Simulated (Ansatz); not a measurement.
Base system: YTaN3 (space group R3c, No. 161; a hypothetical phase, not in the database extracts checked).

```yaml
crystal:
  lattice:
    - [2.79635, 1.61447, 4.65052]
    - [-2.79635, 1.61447, 4.65052]
    - [0.00000, -3.22895, 4.65052]
  atoms:
    - { symbol: Y, position: [0.73039, 0.73039, 0.73039] }
    - { symbol: Y, position: [0.23039, 0.23039, 0.23039] }
    - { symbol: Ta, position: [0.49974, 0.49974, 0.49974] }
    - { symbol: Ta, position: [0.99974, 0.99974, 0.99974] }
    - { symbol: N, position: [0.66686, 0.27347, 0.84786] }
    - { symbol: N, position: [0.84786, 0.66686, 0.27347] }
    - { symbol: N, position: [0.27347, 0.84786, 0.66686] }
    - { symbol: N, position: [0.34786, 0.77347, 0.16686] }
    - { symbol: N, position: [0.77347, 0.16686, 0.34786] }
    - { symbol: N, position: [0.16686, 0.34786, 0.77347] }
```

Cartesian axes are those of the cell as printed.

Structures relaxed with plane-wave PAW DFT at the PBEsol level (Ansatz, a program for electronic structure, 420 eV), no spin-orbit coupling.

Base:

Simulated powder pattern, Mo Kα, λ = 0.71073 Å (kinematic, ideal powder, no thermal factors, no anomalous dispersion; the 10 strongest lines at most, above 2 %, up to 2θ = 40°):

| 2θ (°) | I/Imax (%) | hkl |
|---|---|---|
| 10.25 | 38 | (012) |
| 14.43 | 100 | (104) |
| 14.60 | 96 | (110) |
| 20.58 | 50 | (024) |
| 22.93 | 19 | (116) |
| 25.02 | 21 | (018) |
| 25.33 | 48 | (214) |
| 25.43 | 28 | (300) |
| 32.69 | 19 | (128) |
| 32.94 | 20 | (134) |

After one change:

Simulated powder pattern, Mo Kα, λ = 0.71073 Å (kinematic, ideal powder, no thermal factors, no anomalous dispersion; the 10 strongest lines at most, above 2 %, up to 2θ = 40°):

| 2θ (°) | I/Imax (%) |
|---|---|
| 10.20 | 40 |
| 14.12 | 100 |
| 14.75 | 92 |
| 20.47 | 48 |
| 22.51 | 25 |
| 24.19 | 20 |
| 25.33 | 45 |
| 25.70 | 26 |
| 32.19 | 17 |
| 33.08 | 19 |

Task: Name the change that was made.
A) biaxial strain −1.38 %, plane normal [001], relaxed out of plane
B) isotropic strain −0.26 %
C) strain tensor (xx, yy, zz, yz, xz, xy) = (+1.57, −0.94, +1.79, −0.08, −0.06, −1.35) %
D) uniaxial stress, 5 GPa tension along z

Result: D, uniaxial stress, 5 GPa tension along z. Its volume per atom is 12.83 Å³ against 12.60 Å³, and its space group is R3c (No. 161).

Beyond what the load breaks, stability against distortions was not tested. All final runs are without spin polarisation.
